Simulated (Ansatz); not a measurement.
C: Li interstitial (started 1.86 Å from the nearest host atom)

The parent structure is an 8-atom supercell of C in the graphite type structure (space group P6_3/mmc, No. 194; a = 2.455 Å, c = 6.670 Å; layered, stacked along the Cartesian z axis) at its relaxed geometry.

It is then changed as follows: one Li atom is added in an open site, starting 1.86 Å from the nearest host atom, atoms relaxed at fixed cell, starting from a slightly rattled geometry.

The values are results of r2SCAN+rVV10, PAW, 500 eV (Ansatz, an electronic-structure program; no SOC), earlier PAW set, not measurements. Γ-centred 6×10×4 mesh, Fermi–Dirac width 0.05 eV.

| quantity | base | changed | shift |
|---|---|---|---|
| pressure | 0.0 GPa | 8.9 GPa | +8.9 GPa |
| largest displacement of a host atom from its site in the perfect cell | – | 0.72 Å | – |
| final site of the added atom | – | 12 C at 2.29 Å | – |

Final structure:

```yaml
crystal:
  lattice:
    - [3.68282, -2.12628, 0.00000]
    - [1.22761, 2.12628, 0.00000]
    - [0.00000, 0.00000, 6.67049]
  atoms:
    - { symbol: C, position: [0.83161, 0.98386, 0.26943] }
    - { symbol: C, position: [0.33319, 0.48389, 0.26842] }
    - { symbol: C, position: [0.16648, 0.98366, 0.72871] }
    - { symbol: C, position: [0.66491, 0.48363, 0.72972] }
    - { symbol: C, position: [0.66499, 0.48386, 0.26842] }
    - { symbol: C, position: [0.16655, 0.98389, 0.26942] }
    - { symbol: C, position: [0.33311, 0.48366, 0.72971] }
    - { symbol: C, position: [0.83154, 0.98364, 0.72872] }
    - { symbol: Li, position: [0.99914, 0.48375, 0.99907] }
```

In so small a cell the defect repeats every few ångströms: this is an ordered compound, not a dilute defect. A case with no gap was solved on a k-mesh chosen for an insulator, which is coarse for it. All final runs are without spin polarisation. The defect cell is not spin-polarised.
